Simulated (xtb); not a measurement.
xtb 6.7.1, GFN1-xTB: Fc1c(F)c(-c2ccc3c(c2)sc2ccccc23)c(F)c(F)c1-c1ccc2ccccc2c1, 47 atoms. The geometry is a generated start, not checked to be a minimum at this level.

- run flags: --ohess
- method: GFN1-xTB
- --acc: 1 (default)
- --etemp (K): 300 (default)
- detailed input (--input): none: broydamp=0.4 (default)
- basis functions: 166
- valence electrons: 160

Machine: one whole node, AMD EPYC (Zen 5), 96 cores on 1 socket, no SMT, 12 L3 cache groups; 94 cores' worth of CPU time may be used.

Run on 16 threads, 1 BLAS thread, it takes 1.6 s from launch to exit:

```bash
OMP_NUM_THREADS=16 OPENBLAS_NUM_THREADS=1 xtb in.xyz --gfn 1 --ohess -P 16 --norestart
```

From its output:

```
          program call               : xtb in.xyz --gfn 1 --ohess -P 16 --norestart
          omp threads                :                    16
          :  # basis functions                 166          :
          :  # electrons                       160          :
          :  Hamiltonian                  GFN1-xTB          :
          :  restarted?                      false          :
          :  electronic temp.          300.0000000     K    :
          :  accuracy                    1.0000000          :
          :  Broyden damping             0.4000000          :
   *** convergence criteria satisfied after 10 iterations ***
          :   optimization level            normal          :
   *** GEOMETRY OPTIMIZATION CONVERGED AFTER 15 ITERATIONS ***
   *** convergence criteria satisfied after 3 iterations ***
SCC accuracy         :   0.30000
...
 SCC (total)                   0 d,  0 h,  0 min,  0.024 sec
 SCC setup                      ...        0 min,  0.000 sec (  0.383%)
 Dispersion                     ...        0 min,  0.000 sec (  0.684%)
 classical contributions        ...        0 min,  0.000 sec (  0.214%)
 integral evaluation            ...        0 min,  0.002 sec (  7.312%)
 iterations                     ...        0 min,  0.019 sec ( 80.008%)
 molecular gradient             ...        0 min,  0.002 sec (  9.455%)
 printout                       ...        0 min,  0.000 sec (  1.896%)
...
 total:
 * wall-time:     0 d,  0 h,  0 min,  1.606 sec
 *  cpu-time:     0 d,  0 h,  0 min, 22.591 sec
 * ratio c/w:    14.069 speedup
 SCF:
 * wall-time:     0 d,  0 h,  0 min,  0.024 sec
 *  cpu-time:     0 d,  0 h,  0 min,  0.161 sec
 * ratio c/w:     6.736 speedup
 ANC optimizer:
 * wall-time:     0 d,  0 h,  0 min,  0.226 sec
 *  cpu-time:     0 d,  0 h,  0 min,  2.356 sec
 * ratio c/w:    10.410 speedup
 analytical hessian:
 * wall-time:     0 d,  0 h,  0 min,  1.343 sec
 *  cpu-time:     0 d,  0 h,  0 min, 19.953 sec
 * ratio c/w:    14.858 speedup

Note: The following floating-point exceptions are signalling: IEEE_UNDERFLOW_FLAG IEEE_DENORMAL
```

Times are wall-clock medians of two to five runs, from launch to exit, with nothing else on the machine. Unless noted, each process is bound to its own block of adjacent cores. Build: conda-forge: gfortran, OpenMP (GNU), OpenBLAS with its own threads. Other compilers and libraries give other times. Scratch files lie in a memory file system.

Task: Read the timing block: which change would cut the largest part, on the same cores and with the result kept within 1.0 meV/atom in energy, 2.0 cm⁻¹ in frequencies (largest shift)?

Result: The largest part is Hessian by displaced gradients, 82 % of the time from launch to exit. One change that relieves it (others may too): going from detailed_input = none: broydamp=0.4 (default) to detailed_input = $hess;  sccacc=3; $end, the fastest of the measured ones that keep the result: 1.6 s to 1.1 s (1.4× as fast). The largest move is in Hessian by displaced gradients: 1.3 s to 0.85 s. These two results differ by: energy equal as printed, frequencies (largest shift) 0.97 cm⁻¹. Others tried: detailed_input = none: broydamp=0.4 (default), acc = 10 (1.5 s); detailed_input = none: broydamp=0.4 (default), acc = 0.01 (1.6 s); detailed_input = $hess;  sccacc=0.05; $end (1.8 s). Repeats scatter by up to 9 %.
